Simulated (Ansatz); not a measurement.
Start from MoTe2 in the 2H-MoS2 type structure (space group P6_3/mmc, No. 194; layered, stacked along the Cartesian z axis).

```
MoTe2
1.0
    3.54193     0.00000     0.00000
   -1.77097     3.06740     0.00000
    0.00000     0.00000    14.18201
Mo Te
2 4
Cartesian
  0.00000   2.04493  10.63651
  1.77097   1.02247   3.54550
  0.00000   2.04493   1.75109
  1.77097   1.02247   8.84209
  1.77097   1.02247  12.43092
  0.00000   2.04493   5.33991
```

Cartesian axes are those of the cell as printed.

Computed with Kohn–Sham DFT with the r2SCAN+rVV10 functional, run in Ansatz (a program for electronic structure) with PAW and 500 eV plane waves, no spin-orbit coupling, earlier PAW set.

It is then changed as follows: the cell is compressed by 4.95 % along x with no lateral relaxation; the atoms relax in the strained cell.

Problem. Predict the stress tensor and what it implies for the stiffness.

Solution. Stress of the strained cell less that of the base (GPa, compression positive):
```
   7.88    0.00    0.00
   0.00    1.57    0.00
   0.00    0.00    0.65
```

Then −Δσ_ii/ε with ε = -0.0495 gives secant stiffness values (nonlinear terms included at this strain): C11 ≈ 159 GPa, C12 ≈ 32 GPa and C13 ≈ 13 GPa.

As a check, the harmonic strain energy −½ V₀ Δσ:ε is 31 meV/atom; the computed energy rise is 29 meV/atom.

Whether these cells are dynamically stable was not tested.
